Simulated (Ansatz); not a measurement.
Take Hf in the hcp (Mg type) structure (space group P6_3/mmc, No. 194; a = 3.1983 Å, c = 5.0488 Å; relaxed with 0.1 eV smearing) as the base. Axes: x lies along a and z along c of the hexagonal cell.

Level of theory: r2SCAN (Ansatz, a program for electronic structure; PAW; 500 eV plane waves; no spin-orbit coupling).

For the base:

| Quantity | Result |
|---|---|
| Pressure | 0.0 GPa |
| Shortest interatomic distance | 3.128 Å |

It is then changed as follows: biaxial strain −0.48 %, plane normal [001], relaxed out of plane (Cartesian); in-plane vectors clamped, the third vector and the atoms free.

Q: What does the calculation give for the out-of-plane strain after the change?

A: The out-of-plane strain is +0.31 %.

Q: How does this affect the pressure?

A: The pressure (mean of the normal stresses, compression positive) goes from zero to 0.7 GPa.

Q: How does this affect the shortest interatomic distance?

A: The shortest interatomic distance hardly moves (3.128 Å against 3.129 Å).

No phonon test of stability was made. The final runs are not spin-polarised.
